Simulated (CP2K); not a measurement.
Worked example: self-consistent single point of Ba2As (I4/mmm, 6 atoms in the cell) in CP2K.

Level of theory: PBEsol, GPW, DZVP-MOLOPT-SR-GTH basis, GTH-PBE potentials (GTH_POTENTIALS) (CP2K 2026.2).

```
Ba2As
1.0
    9.40748     0.00000     0.00000
    6.61004     6.69389     0.00000
   -8.00876    -3.34694     3.62746
Ba As
4 2
Cartesian
  0.69936  -1.67347   1.81373
 -0.69936   1.67347   1.81373
  5.20570   2.17551   0.00000
 10.81183   4.51837   0.00000
  2.17838   0.91037   0.00000
 13.83914   5.78352   0.00000
```

Reference input (self-consistent single point, DFT PBEsol, GPW, DZVP-MOLOPT-SR-GTH basis, GTH-PBE potentials (GTH_POTENTIALS)): CUTOFF = 500 Ry; REL_CUTOFF = 50 Ry; SMEAR/METHOD = MARZARI_VANDERBILT; SIGMA = 0.2 eV; KPOINTS/SCHEME = MONKHORST-PACK 5 5 5; XC_FUNCTIONAL = PBE:PBESOL; Ba/BASIS_SET = DZVP-MOLOPT-SR-GTH; Ba/POTENTIAL = GTH-PBE-q10; As/BASIS_SET = DZVP-MOLOPT-SR-GTH; As/POTENTIAL = GTH-PBE-q5; METHOD = GPW; EPS_DEFAULT = 1e-10. This run's input differs from it in these lines:

```diff
@@ -22,3 +22,3 @@
       SCF_GUESS ATOMIC
-      EPS_SCF 1E-6
+      EPS_SCF 1E-12
       MAX_SCF 100
```

Output, abridged:

```
 SCF WAVEFUNCTION OPTIMIZATION

  Step     Update method      Time    Convergence         Total energy    Change
     1 NoMix/Diag. 0.20E+00      -     1.71029785      -115.5028550462 -1.16E+02
     2 Broy./Diag. 0.20E+00      -     0.05981569      -114.5951929693  9.08E-01
     3 Broy./Diag. 0.20E+00      -     0.10827903      -114.5306377224  6.46E-02
     4 Broy./Diag. 0.20E+00      -     0.02146396      -114.5515566154 -2.09E-02
     5 Broy./Diag. 0.20E+00      -     0.00992843      -114.4360267116  1.16E-01
     6 Broy./Diag. 0.20E+00      -     0.00270404      -114.4469013869 -1.09E-02
   [... 90 lines left out ...]
    97 Broy./Diag. 0.20E+00      -     4.9967E-12      -114.4594301085 -1.42E-14
    98 Broy./Diag. 0.20E+00      -     4.2663E-12      -114.4594301085 -6.11E-13
    99 Broy./Diag. 0.20E+00      -     3.4761E-12      -114.4594301085  5.97E-13
   100 Broy./Diag. 0.20E+00      -     4.9273E-12      -114.4594301085 -1.42E-14
  Leaving inner SCF loop after reaching   100 steps.

  Overlap energy of the core charge distribution:               0.00000000000000
  Self energy of the core charge distribution:               -236.08360422671427
  Core Hamiltonian energy:                                     46.96290635007711
  Hartree energy:                                              92.60815049268156
   [... lines left out ...]
  Fermi energy:                                                 0.25242729681365
  Total energy:                                              -114.45943010853607
   [... lines left out ...]
 *  /   \                                                                      *
 * [ABORT]                                                                     *
 *  \___/     SCF run NOT converged. To continue the calculation regardless,   *
 *    |             please set the keyword IGNORE_CONVERGENCE_FAILURE.         *
 *  O/|                                                                        *
 * /| |                                                                        *
 * / \                                                            qs_scf.F:702 *
 *******************************************************************************

 ===== Routine Calling Stack =====

            4 scf_env_do_scf
            3 qs_energies
            2 qs_forces
            1 CP2K
Abort(1) on node 0 (rank 0 in comm 0): application called MPI_Abort(MPI_COMM_WORLD, 1) - process 0
```

The run ended unconverged after 100 iterations. 

The starting cell comes from a database of published, mostly measured structures (it also holds non-ambient and calculated ones), without a prior relaxation at this level. Values carry the incompleteness of an atom-centred basis. The potentials were made for another functional than the one used.

Cost on one core of a shared machine: roughly 20 min.
